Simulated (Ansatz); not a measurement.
Abridged Ansatz (an electronic-structure program) output:

```
Relaxation: its limit of steps is 30 (relax.max_steps)
Pseudopotential: Ru, paw, valence charge 16
Pseudopotential: Si, paw, valence charge 4
Crystal: 8 atoms, lattice volume = 106.221 Å³
Basis set: ecut = 420 eV, 2103 PW (Γ), exchange–correlation on 64×64×64 points (8 copies of the dense FFT grid, shifted against one another)
Bands: 48, of which v1, the nominal top of the filled ones, is band 40 counted from 1 (39 counted from 0)
Symmetry: 12 space group operations
k-points: 76 of 1000 (time reversal used)
Functional: x = pbe(κ = 0.804, μ = 0.2195149727645171), c = pbe(β = 0.06672455060314922)
SCF iter   1: F=—  HF=-26076.755834 eV  |F-HF|=—  |Δ(HF+E_count)|=         —  Δρ=4.55e-2  dr2=3.02e0  ethr=1.77e-3  ⟨swp⟩=6.2  Hψ=13595  notcnv=0  defer=5
SCF iter   2: F=—  HF=-26076.234170 eV  |F-HF|=—  |Δ(HF+E_count)|=   5.22e-1  Δρ=1.56e-2  dr2=4.18e-1  ethr=1.77e-3  ⟨swp⟩=2.3  Hψ=5991  notcnv=0  defer=190
SCF 1 converged in 8 iterations: F = -26076.166794 eV  dr2 = 2.88e-10
relax step   1: F+E_penalty+E_count = -26076.16679380 eV  Δ(F+E_penalty+E_count) = +0.000e0 eV  max|allowed force component| = 1.110e-1 eV/Å  Δτ_max = 0.0000 Å  (8 SCF iters, accepted)
Crystal: 8 atoms, lattice volume = 106.221 Å³
SCF iter   1: F=—  HF=-26076.171974 eV  |F-HF|=—  |Δ(HF+E_count)|=         —  Δρ=1.06e-3  dr2=4.92e-4  ethr=5.81e-7  ⟨swp⟩=2.0  Hψ=10715  notcnv=0  defer=198
SCF iter   2: F=—  HF=-26076.171900 eV  |F-HF|=—  |Δ(HF+E_count)|=   7.39e-5  Δρ=5.92e-4  dr2=1.79e-4  ethr=5.81e-7  ⟨swp⟩=1.0  Hψ=3450  notcnv=0  defer=198
SCF 2 converged in 6 iterations: F = -26076.171803 eV  dr2 = 4.12e-10
relax step   2: F+E_penalty+E_count = -26076.17180323 eV  Δ(F+E_penalty+E_count) = -5.009e-3 eV  max|allowed force component| = 4.149e-2 eV/Å  Δτ_max = 0.0081 Å  (6 SCF iters, accepted)
Crystal: 8 atoms, lattice volume = 106.221 Å³
SCF iter   1: F=—  HF=-26076.172909 eV  |F-HF|=—  |Δ(HF+E_count)|=         —  Δρ=9.89e-4  dr2=3.29e-4  ethr=3.29e-6  ⟨swp⟩=3.0  Hψ=9920  notcnv=0  defer=198
SCF iter   2: F=—  HF=-26076.172869 eV  |F-HF|=—  |Δ(HF+E_count)|=   3.94e-5  Δρ=5.39e-4  dr2=1.16e-4  ethr=4.15e-7  ⟨swp⟩=1.0  Hψ=4260  notcnv=0  defer=196
SCF 3 converged in 6 iterations: F = -26076.172819 eV  dr2 = 7.25e-10
relax step   3: F+E_penalty+E_count = -26076.17281902 eV  Δ(F+E_penalty+E_count) = -1.016e-3 eV  max|allowed force component| = 7.131e-4 eV/Å  Δτ_max = 0.0051 Å  (6 SCF iters, accepted)
SCF converged after 6 iterations
[...]
Fermi energy:    17.499948 eV
--- Forces (eV/Å), atoms counted from 1 ---
  atom   1  Ru     0.00071310     0.00071310     0.00071310
  atom   2  Ru     0.00071310    -0.00071310    -0.00071310
  atom   3  Ru    -0.00071310     0.00071310    -0.00071310
  atom   4  Ru    -0.00071310    -0.00071310     0.00071310
  atom   5  Si     0.00032527     0.00032527     0.00032527
  atom   6  Si     0.00032527    -0.00032527    -0.00032527
  atom   7  Si    -0.00032527     0.00032527    -0.00032527
  atom   8  Si    -0.00032527    -0.00032527     0.00032527
--- Stress (GPa, compression-positive) ---
        3.228606       0.000000      -0.000000
        0.000000       3.228606      -0.000000
       -0.000000      -0.000000       3.228606
  P = ⅓ Tr σ = 3.2286 GPa (32.286 kbar)
--- Relaxed structure (3 steps of the walk, 3 accepted, 0 SCFs on fresh bases) ---
  atoms:
    - { symbol: Ru, position: [0.13026979851440476, 0.13026979851440476, 0.13026979851440476] }
    - { symbol: Ru, position: [0.6302697985144048, 0.36973020148559527, 0.8697302014855952] }
    - { symbol: Ru, position: [0.8697302014855952, 0.6302697985144048, 0.36973020148559527] }
    - { symbol: Ru, position: [0.36973020148559527, 0.8697302014855952, 0.6302697985144048] }
    - { symbol: Si, position: [0.8392208291178602, 0.8392208291178602, 0.8392208291178602] }
    - { symbol: Si, position: [0.3392208291178601, 0.6607791708821398, 0.1607791708821398] }
    - { symbol: Si, position: [0.1607791708821398, 0.3392208291178601, 0.6607791708821398] }
    - { symbol: Si, position: [0.6607791708821398, 0.1607791708821398, 0.3392208291178601] }
```

Problem. What was computed, and what are the main results?

Solution. RuSi, 8 atoms in the cell, with DFT with PBE, PAW potentials and a 420 eV plane-wave cutoff in Ansatz, scalar-relativistic without spin-orbit coupling. The last SCF converged to F = -26076.172819 eV, or -3259.5216 eV per atom. The total energy compares only with runs of the same code, potentials and settings.

Carriers are added with a uniform compensating background; total energy and stress of such cells depend on the potential's zero and are not compared; many-body gap narrowing is missing at this level. Whether these cells are dynamically stable was not tested. The cell was made from RuSi (space group P2_13, No. 198) by this change: holes 7.0×10^21 cm⁻³.

Keys are those of Ansatz 0.2.
